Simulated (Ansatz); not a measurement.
We consider cubic perovskite CsHgBr3 (idealised or unconfirmed structure), described by PBEsol+SOC (plane waves, PAW; Ansatz, an electronic-structure program).

Run with plane-wave cutoff 520 eV, 10×10×10 k mesh, Fermi–Dirac smearing 0.05 eV, PAW data made under PBE.

Cell (relaxed at this level):

```xyz
5
Lattice="5.5264 0.0000 0.0000 0.0000 5.5264 0.0000 0.0000 0.0000 5.5264" Properties=species:S:1:pos:R:3 pbc="T T T"
Cs     0.0000     0.0000     0.0000
Hg     2.7632     2.7632     2.7632
Br     2.7632     0.0000     2.7632
Br     0.0000     2.7632     2.7632
Br     2.7632     2.7632     0.0000
```

Predict the bulk modulus B0 and pressure derivative B′ of the bulk modulus.


* **bulk modulus B0**: 29.0 GPa
* **pressure derivative B′ of the bulk modulus**: 5.3

The run finds no gap.

Note: the relaxation could not lower the start's symmetry, so the cell can be a saddle point above a distorted one.

Computed values are for the static lattice.

Cost on a shared machine: around 24 core-minutes (rough).
